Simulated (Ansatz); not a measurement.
# Quick settings and what they miss: Hf₃N₂ (R-3m, 5 atoms in the cell)

Self-consistent single point.

```yaml
crystal:
  lattice:
    - [1.61750, 0.93386, 7.84247]
    - [-1.61750, 0.93386, 7.84247]
    - [0.00000, -1.86773, 7.84247]
  atoms:
    - { symbol: Hf, position: [0.77942, 0.77942, 0.77942] }
    - { symbol: Hf, position: [0.22058, 0.22058, 0.22058] }
    - { symbol: Hf, position: [0.00000, 0.00000, 0.00000] }
    - { symbol: N, position: [0.61192, 0.61192, 0.61192] }
    - { symbol: N, position: [0.38808, 0.38808, 0.38808] }
```

Method of the run: PBEsol, PAW files made with PBE (plane waves; Ansatz, a program for electronic structure).

Base settings: basis.ecutwfc = 420 eV; kpoints.mp_grid.grid = 12 12 12; hamiltonian.xc = pbesol; hamiltonian.pseudopotentials = {kind: paw} (the program's default PAW files); scf.occupations.method = fermi_dirac; scf.occupations.width = 0.1 eV.

Tight run (finer mesh or higher cutoff; not a proven limit): basis.ecutwfc: 420 eV → 590 eV; kpoints.mp_grid.grid: 12 12 12 → 17 17 17; scf.convergence.dr2_threshold: default (1e-07 eV) → 1e-09 eV. It gave Fermi level (on the code's own zero) 19.40 eV; pressure -9.17 GPa; largest force (vector length) 0.386 eV/Å.

Quick runs, as changes from the base:
- A: the base itself
- B: basis.ecutwfc: 420 eV → 250 eV; kpoints.mp_grid.grid: 12 12 12 → 3 3 3; scf.occupations.width: 0.1 eV → 0.136 eV
- C: basis.ecutwfc: 420 eV → 335 eV; kpoints.mp_grid.grid: 12 12 12 → 2 2 2; kpoints.mp_grid.shift: default → 0.5 0.5 0.5
- D: basis.ecutwfc: 420 eV → 250 eV; kpoints.mp_grid.grid: 12 12 12 → 6 6 6; scf.convergence.dr2_threshold: default (1e-07 eV) → 0.001 eV
- E: basis.ecutwfc: 420 eV → 295 eV; kpoints.mp_grid.grid: 12 12 12 → 4 4 4; hamiltonian.xc: pbesol → lda; scf.occupations.method: fermi_dirac → cold; scf.occupations.width: 0.1 eV → 0.272 eV; kpoints.mp_grid.shift: default → 0.5 0.5 0.5 [LDA (PW92)]
- F: basis.ecutwfc: 420 eV → 295 eV; kpoints.mp_grid.grid: 12 12 12 → 8 8 8

Energies are extrapolated to zero smearing width, which holds to low order in the width alone.

Dashes: energy of E, another energy zero.

† marks runs with another functional, U, potentials or spin treatment: their distance from the tight run is not a convergence error alone.

The count of work is k-points × plane waves × bands × iterations; it is no time. 

Pressures in the table are Ansatz's without its Pulay estimate, at a fixed set of plane waves; the tight run's value above holds the estimate.

The starting cell comes from a database of computed structures (which also holds hypothetical and non-ambient phases and stackings), without a prior relaxation at this level. Its lattice was rescaled by a random factor within 2.5 % of one. In the base run, with a pressure of about -9 GPa the cell is away from its equilibrium volume at this level.

| run | energy less tight (meV/atom) | pressure less tight (GPa) | largest miss in a force vector (eV/Å) | count of work / tight |
|---|---|---|---|---|
| A | 1.8 | -0.18 | 0.002 | 0.21 |
| B | 805.6 | -50.61 | 0.148 | 0.0018 |
| C | 112.5 | -2.24 | 0.264 | 0.0013 |
| D | 814.8 | -51.76 | 0.070 | 0.0082 |
| E† | – | -19.36 | 0.144 | 0.0043 |
| F | 162.6 | -13.30 | 0.045 | 0.038 |

Among the runs at the tight run's level, the energy misses run from 1.8 to 814.8 meV/atom.

Keys are those of Ansatz 0.2.
